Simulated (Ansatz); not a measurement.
A calculation on AlB2-type HfB2 returned lattice constant a 3.133 Å, lattice parameter c 3.479 Å.

For reference: lattice constant a 3.14 Å (measured, temperature not stated, copied from a table, unchecked, not corrected to a static lattice; as tabulated in Journal of Nuclear Materials 21, 14 (1967)); lattice parameter c 3.48 Å (measured, temperature not stated, copied from a table, unchecked, not corrected to a static lattice; as tabulated in Journal of Nuclear Materials 21, 14 (1967)).

Which level of theory produced these numbers?
A. r²SCANh (Ansatz, a program for electronic structure)
B. LDA (Ansatz)
C. Hartree–Fock (Ansatz)
D. PBE-D4 (Ansatz)

A, r²SCANh (Ansatz)

The others give: PBE-D4 3.128 Å, 3.443 Å; Hartree–Fock 3.175 Å, 3.577 Å; LDA 3.103 Å, 3.421 Å.

Unless a cell is named, each level is at its own relaxed cell (Hartree–Fock 10.41, LDA 9.51, PBE-D4 9.73, r²SCANh 9.86 Å³/atom).

Ansatz's density-functional and Hartree–Fock values are scalar-relativistic unless marked +SOC, with PAW data made under PBE.
